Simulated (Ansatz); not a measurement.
ZnS under load (space group F-43m), r2SCAN with spin-orbit coupling, rigid bands (Ansatz, an electronic-structure program). Condition of this run: hydrostatic pressure of 2 GPa (compression positive) (the target of the relaxation). Band gap 2.88 eV, N_c = 2.39e18 cm⁻³ and N_v = 4.93e19 cm⁻³ at 300 K, conductivity masses of 0.212 mₑ (electrons) and 0.824 mₑ (holes). Take k_BT = 0.02585 eV.

Task: A film of it is 5 nm thick. Estimate the confinement energies in an infinite well.

Result: ħ²π²/(2m t²) = 0.376 eV·nm²/(m/mₑ × t²) gives 70.9 meV for electrons and 18.3 meV for holes, so the gap would widen to about 2.97 eV. Finite barriers and nonparabolic bands lower this, and with several valleys or bands the heaviest mass along the normal sets the lowest level, not this average.

Task: What thermal injection velocity √(2k_BT/πm) limits a ballistic channel?

Result: 1.17e7 cm/s for electrons and 5.93e6 cm/s for holes, a ratio of √(m_h/m_e) = 1.97, for dilute carriers.

Task: Find the intrinsic carrier density and the intrinsic Fermi level.

Result: n_i = √(N_c N_v) exp(−E_g/2k_BT) = 1.09e19 × exp(−55.70) = 7.0e-6 cm⁻³. The level lies (k_BT/2) ln(N_v/N_c) = 39 meV from mid-gap (positive towards the conduction band). Each 0.1 eV added to the gap lowers n_i by a factor of 6.9.

Rigid bands with the computed gap; masses take one relaxation time for all states. Geometry: cell and atoms relaxed with PBEsol.
